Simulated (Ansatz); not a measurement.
Several settings converged on PdPt3 (I4mm, 4 atoms in the cell)

```xyz
4
Lattice="-1.9779 1.9779 3.9275 1.9779 -1.9779 3.9275 1.9779 1.9779 -3.9275" Properties=species:S:1:pos:R:3 pbc="T T T"
Pd     0.0000     0.0000     0.0500
Pt     0.0000     1.9779     1.9637
Pt     1.9779     0.0000     1.9637
Pt     0.0000     0.0000     3.9275
```
Moments meant for the start (each program seeds them in its own way; μB, in the order of the atoms Pd Pt Pt Pt): 0.0 1.0 1.0 1.0.

Base method: PBEsol, default PAW files made with PBE (plane waves; Ansatz, a first-principles code).

Base settings: basis.ecutwfc = 420 eV; kpoints.mp_grid.grid = 8 8 8; hamiltonian.xc = pbesol; hamiltonian.pseudopotentials = {kind: paw} (the program's default PAW files); magnetization.spin_polarized = true; scf.occupations.method = fermi_dirac; scf.occupations.width = 0.1 eV.

The count of work is k-points × plane waves × bands × iterations; it is no time. Core times come from one kind of shared machine, to one figure; runs under 30 s give none.

**The k-point mesh**

The second cell is the first with its lattice scaled by 0.98.

Only quantities that move along the ladder and can be compared are tabulated.

```tsv
kpoints.mp_grid.grid	free energy less the last step's (meV/atom)	energy of the compressed cell less the first (meV/atom)	pressure (GPa)	largest difference of a force vector from the last step's (eV/Å)	count of work / last	core time / last (rough)
2 2 2	273.35	9.13	-5.35	0.093	0.051	–
4 4 4	14.97	-1.81	-7.69	0.026	0.073	–
6 6 6	1.82	1.49	-7.28	0.007	0.18	–
8 8 8	0.73	0.64	-7.43	0.000	0.36	0.3
9 9 9	-0.16	0.79	-7.42	0.002	0.46	0.3
12 12 12	0.00	0.99	-7.38	0.000	1.0	1
```

Coarsest kpoints.mp_grid.grid that holds the pressure within 0.2 GPa of the last step, with all finer ones: 6 6 6, at 0.18 of the last step's count of work; the step before is off by 0.31 GPa.

Coarsest kpoints.mp_grid.grid that holds the free energy within 0.5 meV/atom of the last step, with all finer ones: 9 9 9, at about 0.3 of the last step's time; the step before is off by 0.73 meV/atom.

Coarsest kpoints.mp_grid.grid that holds the energy of the compressed cell less the first within 1 meV/atom of the last step, with all finer ones: 6 6 6, at 0.18 of the last step's count of work; the step before is off by 2.8 meV/atom.

The energy difference between the two cells stays within 1 meV/atom of the last step's from 6 6 6 on, the total only from 8 8 8 on: much of the error is common to both cells and cancels.

**The k-point mesh at a smearing width of 0.02 eV**

In this ladder: scf.occupations.width = 0.02 eV.

Only quantities that move along the ladder and can be compared are tabulated.

```tsv
kpoints.mp_grid.grid	free energy less the last step's (meV/atom)	pressure (GPa)	largest difference of a force vector from the last step's (eV/Å)	net moment (μB/atom)	count of work / last	core time / last (rough)
4 4 4	11.66	-8.31	0.063	0.007	0.049	–
5 5 5	9.26	-7.29	0.014	0.000	0.052	–
6 6 6	3.82	-7.56	0.014	0.230	0.079	–
9 9 9	-1.17	-7.88	0.002	0.000	0.20	0.2
13 13 13	0.60	-7.86	0.004	0.000	0.52	0.9
16 16 16	0.00	-7.84	0.000	0.000	1.0	1
```

Coarsest kpoints.mp_grid.grid that holds the net moment within 0.05 μB/atom of the last step, with all finer ones: 9 9 9, at 0.20 of the last step's count of work and about 0.2 of the last step's time; the step before is off by 0.23 μB/atom.

Coarsest kpoints.mp_grid.grid that holds the pressure within 0.1 GPa of the last step, with all finer ones: 9 9 9, at 0.20 of the last step's count of work and about 0.2 of the last step's time; the step before is off by 0.29 GPa.

Coarsest kpoints.mp_grid.grid that holds the free energy within 2 meV/atom of the last step, with all finer ones: 9 9 9, at 0.20 of the last step's count of work and about 0.2 of the last step's time; the step before is off by 3.8 meV/atom.

**The k-point mesh at a smearing width of 0.3 eV**

In this ladder: scf.occupations.width = 0.3 eV.

Only quantities that move along the ladder and can be compared are tabulated.

| kpoints.mp_grid.grid | free energy less the last step's (meV/atom) | pressure (GPa) | count of work / last |
|---|---|---|---|
| 4 4 4 | 11.70 | -5.39 | 0.041 |
| 6 6 6 | 1.25 | -5.45 | 0.086 |
| 9 9 9 | -0.11 | -5.50 | 0.21 |
| 13 13 13 | -0.01 | -5.49 | 0.56 |
| 16 16 16 | 0.00 | -5.49 | 1.0 |

Coarsest kpoints.mp_grid.grid that holds the free energy within 0.5 meV/atom of the last step, with all finer ones: 9 9 9, at 0.21 of the last step's count of work; the step before is off by 1.3 meV/atom.

Coarsest kpoints.mp_grid.grid that holds the pressure within 0.05 GPa of the last step, with all finer ones: 6 6 6, at 0.086 of the last step's count of work; the step before is off by 0.10 GPa.

On the base run: the starting cell comes from a database of computed structures (which also holds hypothetical and non-ambient phases and stackings), without a prior relaxation at this level. Its lattice was rescaled by up to half a per cent. One atom was moved a little off its site on purpose. The starting moments vanished: the run ended non-magnetic. The program warned that a starting moment was not kept. In the base run, with a pressure of about -7 GPa the cell is away from its equilibrium volume at this level. Ansatz's pressure includes its estimate of the finite-basis (Pulay) stress.

Keys are those of Ansatz 0.2.
